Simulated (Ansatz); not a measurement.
# A computed series for Sn: pressure series

Take Sn (space group I4_1/amd, No. 141) as the base.

```
Sn
1.0
   -2.94392     2.94392     1.59226
    2.94392    -2.94392     1.59226
    2.94392     2.94392    -1.59226
Sn
2
Direct
  0.75000   0.25000   0.50000
  0.00000   0.00000   0.00000
```

Cell and atoms are relaxed at each pressure.

Level of theory: Ansatz (a quantum-chemistry and plane-wave program) r2SCAN, no spin-orbit coupling, earlier PAW set.

```csv
pressure (GPa),volume per atom (Å³/atom)
-2,28.750
-1,28.131
0,27.599
3,26.264
7,24.936
15,23.062
30,20.833
75,?
100,16.356
```

Q: Fit the third-order Birch–Murnaghan form P(V) = (3B₀/2)[(V₀/V)^(7/3) − (V₀/V)^(5/3)]·[1 + (3/4)(B₀′ − 4)((V₀/V)^(2/3) − 1)] (squares taken in P) to the rows shown and predict the withheld row.

A: Least squares on the printed values gives V₀ = 27.595 Å³/atom, B₀ = 54.7 GPa, B₀′ = 4.7; this predicts 17.444 Å³/atom, and the run gives 17.453 Å³/atom, 0.009 higher.

Measured bulk modulus of Sn: 57.037 GPa (temperature not stated; as listed in Tao Chen et al., Physical Review Materials (2023)); the computed value is for a static lattice, so the two differ by thermal effects too.

Load acts through the strain it causes; cell and atoms are relaxed under it. Whether these cells are dynamically stable was not tested. Measured, Sn leaves this structure (for a body-centred tetragonal phase) near 8 GPa (temperature not stated; as listed in Olga Degtyareva, NATO science for peace and security series. B, Physics and biophysics (2010)).
